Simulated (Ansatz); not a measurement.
The cell is built on a prototype and need not be the phase stable at ambient conditions.

By r2SCAN, the system below comes out a metal.

Without scattering a metal conducts by its projected Fermi surface.

Given:

```
CELL_PARAMETERS angstrom
      7.39112     0.00000     0.00000
     -3.69556     6.40090     0.00000
      3.69556     2.13363     3.01741
ATOMIC_POSITIONS crystal
  Ca 0.00000 0.00000 0.00000
  Sn 0.00000 0.50000 0.50000
  Se 0.50000 0.50000 0.00000
  Se 0.00000 0.50000 0.00000
  Se 0.50000 0.00000 0.00000
```

Space group of this cell: Pm-3m, cubic perovskite. The cell was relaxed by PBE-D3(BJ).

The current flows along the normal of the first two printed cell vectors. No spin-orbit coupling; the value is a mean over 0.1 eV about the Fermi level.

Question: Estimate the ballistic conductance per area that Ansatz (an electronic-structure program) with r2SCAN returns for this system.

Answer: 0.33 × 10¹⁵ S/m² for both spins.
